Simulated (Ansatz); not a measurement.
Consider PbO₂ in the rutile structure (space group P4_2/mnm, No. 136; a = 4.998 Å, c = 3.411 Å). Axes: x, y, z lie along a, b, c of the conventional cell.

The values are results of PBEsol (Ansatz, a quantum-chemistry and plane-wave program, PAW, spin-orbit coupling left out), not measurements.

Strains are applied to the cell and any free atomic positions relax; under biaxial strain the out-of-plane vector relaxes too.

One change was made to it. Results:

The volume per atom grows by 0.52 Å³, from 14.20 Å³ to 14.72 Å³; the band gap remains zero; the pressure (mean of the normal stresses, compression positive) goes from zero to -2.8 GPa.

Question: Name the change that was made.
A) biaxial strain +1.80 %, plane normal [001], relaxed out of plane
B) biaxial strain +3.00 %, plane normal [001], relaxed out of plane
C) biaxial strain +2.40 %, plane normal [001], relaxed out of plane
D) biaxial strain +0.60 %, plane normal [001], relaxed out of plane

Answer: B, biaxial strain +3.00 %, plane normal [001], relaxed out of plane. For comparison, the volume per atom in the other runs: biaxial strain +2.40 %, plane normal [001], relaxed out of plane gives 14.61 Å³; biaxial strain +0.60 %, plane normal [001], relaxed out of plane gives 14.30 Å³; biaxial strain +1.80 %, plane normal [001], relaxed out of plane gives 14.50 Å³.

A case with no gap was solved on a k-mesh chosen for an insulator, which is coarse for it. Spin-orbit coupling, missing from the scalar runs, can matter with Pb. No phonon test of stability was made. All final runs are without spin polarisation. Gaps under 0.05 eV, about the width of the smearing, are given as zero. The zero or small gap of PbO2 can change with the level of theory.
